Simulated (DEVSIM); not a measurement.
System: Pd/AlN/n-GaAs capacitor, at 300 K.

| layer (left to right) | material | thickness (nm) | Nd (cm⁻³) |
|---|---|---|---|
| 1 | AlN | 3.10 | - |
| 2 | GaAs | 3300 | 3.9e16 |

Metal gate on the left, work function 5.2 eV. Fixed charge at the semiconductor interface 0 cm⁻² (in units of +e); no interface traps.

Constants are typed, rounded textbook-type inputs, not results; the design itself was drawn at random and stands for no fabricated device. Values at 300 K.

```csv
parameter,AlN,GaAs
gap (eV),6.1,1.424
affinity (eV),1.9,4.07
permittivity,8.5,12.9
Nc (cm⁻³),-,4.7e17
Nv (cm⁻³),-,9e18
```

Simulated with DEVSIM: 1D Poisson equation in equilibrium, Boltzmann statistics, complete ionisation; no quantum confinement or tunnelling. Metal contacts follow the ideal Schottky-Mott rule: no Fermi-level pinning, no interface dipoles.

The interface trap density was swept, all else fixed.

| interface trap density (cm^-2 eV^-1) | minimum of the low-frequency capacitance (μF/cm²) | threshold voltage (band bending 2φF) (V) | flat-band voltage (V) |
|---|---|---|---|
| 0 | 0.0569 | -0.21 | 1.07 |
| 1e10 | 0.0584 | -0.21 | 1.07 |
| 1e11 | 0.0720 | -0.21 | 1.07 |
| 3e11 | 0.102 | -0.22 | 1.07 |
| 1e12 | 0.201 | -0.26 | 1.09 |
| 2e12 | 0.328 | -0.32 | 1.11 |

From the first row to the last the minimum of the low-frequency capacitance goes from 0.0569 to 0.328. From the first row to the last the threshold voltage (band bending 2φF) goes from -0.21 to -0.32.
